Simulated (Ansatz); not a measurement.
Functionals compared on a constructed model of the (111) surface of fcc Au, a pseudomorphic layer of Ge in the host's stacking (bottom of the slab: a bare face, its two planes held), in Ansatz (plane waves, PAW). The structure was relaxed with PBE; the other rows are single points on it. Cutoff 420 eV (500 eV for r2SCAN).

Slab: 7 atoms, 14.1 Å thick at the start; k 15x15x1, smearing 0.1 eV, dipole-corrected; 2 atoms held, the rest relaxed; symmetry of the start imposed; no spin, no spin-orbit, no U. In PBE it is, or lies within 0.01 eV a 1x1 cell of, the lowest of the 2 structures of its composition computed so far; larger cells were not tried. These notes are the PBE run's.

```csv
functional,work function of the top face (eV),rough cost of the single point
PBE,4.15,–
RPBE,4.04,around 29 core-seconds (rough)
r2SCAN,4.27,about 50 core-seconds (a rough figure)
```

Ansatz is a program for electronic structure.
